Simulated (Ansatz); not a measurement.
Base system: HfN in the rock salt structure (space group Fm-3m, No. 225; a = 4.526 Å; relaxed with 0.1 eV smearing). Axes: x, y, z lie along the cube axes.

Calculations: r2SCAN (Ansatz, a program for electronic structure; PAW; 500 eV plane waves; no SOC).

The change: every lattice vector is stretched by 1.50 %; the atoms relax in the strained cell.

### Question
Predict the stress tensor and what it implies for the stiffness.

### Answer
Stress of the strained cell less that of the base (GPa, compression positive):
```
  -11.4     0.0     0.0
    0.0   -11.4     0.0
    0.0     0.0   -11.4
```

Then B = −ΔP/(ΔV/V₀) with ΔV/V₀ = 0.0457 gives secant stiffness values (nonlinear terms included at this strain): B ≈ 251 GPa.

As a check, the harmonic strain energy −½ V₀ Δσ:ε is 19 meV/atom; the computed energy rise is 20 meV/atom.

Stability against distortions was not tested. All final runs are without spin polarisation.
